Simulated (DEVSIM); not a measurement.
Device: Cr/HfO2/p-Ge capacitor, at 250 K.

Layer 1 from the left is HfO2, thickness (nm) 5.70. Layer 2 from the left is Ge, thickness (nm) 910, Na (cm⁻³) 4.3e17.

Metal gate on the left, work function 4.5 eV. Fixed charge at the semiconductor interface -2.2e10 cm⁻² (in units of +e); no interface traps.

This is a model device: material constants are rounded textbook-type values typed into the input, and sizes, dopings and lifetimes were drawn at random. Values at 300 K; Nc and Nv go as T^1.5, mobilities as T to minus their exponent, the gap by Varshni's rule with the affinity fixed.

HfO2: gap (eV) 5.7, affinity (eV) 2.5, permittivity 22. Ge: gap (eV) 0.664, affinity (eV) 4, permittivity 16, Nc (cm⁻³) 1.04e19, Nv (cm⁻³) 6e18, Varshni α (eV/K) 0.000477, Varshni β (K) 235.

**Question.** Estimate by hand the flat-band voltage, the threshold voltage, and compare with a numerical solution.

**Answer.** 
- Flat-band voltage: C = 3.42 μF/cm², work-function difference -0.132 V; VFB = φms − qNf/C = -0.13 V; numerical -0.13 V.
- Threshold voltage: φF = 0.285 V, depletion charge √(4εqNφF) = 3.33e-7 C/cm²; VT = VFB + 2φF + Qd/C = 0.54 V; numerical 0.54 V.

Simulated with DEVSIM: 1D Poisson equation in equilibrium, Boltzmann statistics, complete ionisation; no quantum confinement or tunnelling. Metal contacts follow the ideal Schottky-Mott rule: no Fermi-level pinning, no interface dipoles.
